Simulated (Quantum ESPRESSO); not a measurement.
# Energy against c/a at fixed volume: hcp Zr (space group 194) (Quantum ESPRESSO, PBE)

```
CELL_PARAMETERS angstrom
      3.28122     0.00000     0.00000
     -1.64061     2.84162     0.00000
      0.00000     0.00000     5.02239
ATOMIC_POSITIONS crystal
  Zr 0.66667 0.33333 0.75000
  Zr 0.33333 0.66667 0.25000
```

Level of theory: PBE, PSlibrary PAW (PBE) pseudopotentials (plane waves; Quantum ESPRESSO). Settings: ecutwfc = 72 Ry; ecutrho = 432 Ry; occupations = smearing; smearing = fermi-dirac; degauss = 0.0036749 Ry; potentials = {Zr: Zr.pbe-spn-kjpaw_psl.1.0.0.UPF}; K_POINTS = automatic 24 24 14 0 0 0; conv_thr = 1e-10 Ry; mixing_beta = 0.3. The cell above is the first row's. The rows change c/a at fixed volume. In all rows fractional positions and the k mesh are held. E is the free energy at the stated smearing, counted from the lowest row.

```csv
c/a,E (meV/atom)
1.5307,?
1.5466,5.21
1.5625,2.50
1.5785,0.77
1.5944,0.00
1.6104,0.13
1.6263,1.10
1.6423,2.88
1.6582,5.38
```

Fit E of the 8 rows that show it with a cubic. With u = c/a - 1.60, the rows have u = -0.05340, -0.03750, -0.02150, -0.00560, 0.01040, 0.02630, 0.04230, 0.05820. Least squares gives E = -0.053 - 0.13·u + 1730.5·u² - 2125·u³. Residuals (row less fit): -0.002, 0.003, -0.001, -0.002, 0.000, -0.002, 0.003, -0.002; standard error 0.003 (degrees of freedom: 4). The fitted curve has its minimum at c/a = 1.60, where E = -0.05. To one more digit the minimum is at c/a = 1.600; the ideal close-packed ratio is 1.633.

Predict the withheld E at c/a = 1.5307 from the fit, and compare with the calculation.

u = -0.06930, so E = -0.053 - 0.13 × (-0.06930) + 1730.5 × (-0.06930)² - 2125 × (-0.06930)³ = 8.974 meV/atom. The calculation gives 8.96 meV/atom, 0.014 meV/atom below the prediction (0.2 % of the range of E in the table). The row lies outside the fitted rows, so this is an extrapolation. From the scatter of the fitted rows alone, a prediction at this place has a standard error of 0.008 meV/atom, so the miss is 1.8 times that.

Carrying the step between the two nearest rows on in a straight line would have given 7.92, off by 1.04; series whose last step already gives the withheld value aren't shown. The reference cell has the volume at which an earlier scan in this program and functional put its minimum by a fit; axis ratios and inner coordinates come from a measured-size cell. The runs keep the symmetry of the cell, so they don't test it for distortions. The best c/a moves a little with volume. In metals such curves are sensitive to mesh and smearing. Cutoffs and mesh are single choices, not tested for convergence of this quantity. Series with a scatter that would blur these digits, or in which a gap closes, are not shown. Strain series were run only where this level's volume lies within 10 % of a first guess from the measured size.
